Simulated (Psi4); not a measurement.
Psi4 1.11, unrestricted WB97X/def2-svp: sulfur trioxide cation (O=S(=O)=O), charge +1, multiplicity 2, 4 atoms. The geometry is a generated start, not checked to be a minimum at this level.

```
Property                              Value
--------------------------  ---------------
task                                 energy
method                                wb97x
basis                              def2-svp
memory                                 3 GB
maxiter                                 100
keys of the molecule block      symmetry c1
scf_type                       df (default)
e_convergence               1e-06 (default)
d_convergence               1e-06 (default)
dft_radial_points              75 (default)
dft_spherical_points          302 (default)
basis functions                          60
grid points                           84957
```

```xyz
4

O     -0.6775    -1.2451    -0.0037
S      0.0003     0.0002     0.0002
O     -0.7405     1.2086    -0.0305
O      1.4177     0.0363     0.0340
```

Charge 1 and multiplicity 2 are set for this test and not shown to be the ground state.

With the defaults (guess = auto, which took SAD, damping_percentage = 0, diis = true, scf_initial_accelerator = adiis, level_shift = 0, level_shift_cutoff = 0.01, diis_max_vecs = 10, soscf = false, soscf_start_convergence = 0.01) it converges in 10 SCF iterations. One run each on 2 threads, with these changes:
- damping_percentage = 60
- guess = sapgau
- soscf = true, soscf_start_convergence = 0.001
- guess = huckel
- level_shift = 0.5, level_shift_cutoff = 0.001
- damping_percentage = 60, diis = false, scf_initial_accelerator = none
- diis_max_vecs = 6
- guess = modhuckel
- guess = sadno

Task: Which of these changes keep the SCF from converging, or lead it to another solution?

Result: No convergence: damping_percentage = 60; damping_percentage = 60, diis = false, scf_initial_accelerator = none (the run ends without SCF convergence in 100 iterations). Another solution: guess = sadno (2300 meV higher); guess = huckel (2300 meV higher); guess = modhuckel (2300 meV higher). The rest reach the solution of the defaults.

```
setting                                                                SCF iterations  JK calls                              end
---------------------------------------------------------------------  --------------  --------  -------------------------------
soscf = true, soscf_start_convergence = 0.001                                       7        23                    same solution
guess = sapgau                                                                      9         9                    same solution
the defaults                                                                       10        11                    same solution
level_shift = 0.5, level_shift_cutoff = 0.001                                      10        11                    same solution
diis_max_vecs = 6                                                                  10        11                    same solution
guess = sadno                                                                      20        20  other solution, 2300 meV higher
guess = huckel                                                                     20        33  other solution, 2300 meV higher
guess = modhuckel                                                                  20        33  other solution, 2300 meV higher
damping_percentage = 60                                                           100       101                   no convergence
damping_percentage = 60, diis = false, scf_initial_accelerator = none             100       101                   no convergence
```

An SOSCF iteration holds several JK calls; a Hückel guess adds calls on atoms.
